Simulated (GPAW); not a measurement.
## Pressure against volume in hcp Re (space group 194) (GPAW, LDA)

```yaml
crystal:
  lattice:
    - [2.65266, 0.00000, 0.00000]
    - [-1.32633, 2.29727, 0.00000]
    - [0.00000, 0.00000, 4.28654]
  atoms:
    - { symbol: Re, position: [0.66667, 0.33333, 0.75000] }
    - { symbol: Re, position: [0.33333, 0.66667, 0.25000] }
```

Level of theory: LDA (Perdew-Wang 92), GPAW PAW datasets LDA (gpaw-data 1.0.1) (plane waves; GPAW). Settings: mode = pw; ecut = 585 eV; xc = LDA; kpts = 25 25 13; mesh shift (steps) = 0 0 0; occupations.name = fermi-dirac; occupations.width = 0.05 eV; nbands = -8; convergence.density = 1e-05 e/electron; convergence.energy = 1e-05 eV/electron; symmetry.symmorphic = false; symmetry.tolerance = 0.0005; maxiter = 150. The cell above is the first row's. The rows scale it uniformly. In all rows fractional positions and the k mesh are held.

```
V (Å^3/atom)  P (GPa)
------------  -------
13.061          42.54
13.345          30.65
13.629          19.91
13.913          10.27
14.196           1.58
14.480          -6.24
14.764         -13.24
15.048         -19.55
15.332              ?
```

Task: Fit P against V with a cubic, and predict the withheld value at V = 15.332.

Result: With u = V - 14.1, the rows have u = -1.0390, -0.7550, -0.4710, -0.1870, 0.0960, 0.3800, 0.6640, 0.9480. Least squares gives P = 4.420 - 30.0923·u + 5.6795·u² - 0.6417·u³. Residuals (row less fit): 0.003, -0.003, -0.010, 0.020, -0.003, -0.010, 0.005, 0.000; standard error 0.013 (degrees of freedom: 4). The fitted pressure is zero at V0 = 14.25, where dP/dV = -28.42, so B0 = -V0·dP/dV = 405 GPa. At the withheld row, u = 1.2320, so P = 4.420 - 30.0923 × 1.2320 + 5.6795 × 1.2320² - 0.6417 × 1.2320³ = -25.233 GPa. The calculation gives -25.19 GPa, 0.043 GPa above the prediction (0.1 % of the range of P in the table). The row lies outside the fitted rows, so this is an extrapolation. From the scatter of the fitted rows alone, a prediction at this place has a standard error of 0.034 GPa, so the miss is 1.3 times that.

Carrying the step between the two nearest rows on in a straight line would have given -25.86, off by 0.67; series whose last step already gives the withheld value aren't shown. The scan was laid around a cell of about the measured size, scaled by a guess for this functional; axis ratios and inner coordinates come from that cell. The runs keep the symmetry of the cell, so they don't test it for distortions. Spin polarisation is off. Spin-orbit coupling is off. The shape of the cell and the inner coordinates aren't relaxed, so V0 and B0 belong to this uniform scaling; a relaxed crystal lies no higher in energy and is usually softer. Cutoffs and mesh are single choices, not tested for convergence of this quantity. Series with a scatter that would blur these digits, or in which a gap closes, are not shown.
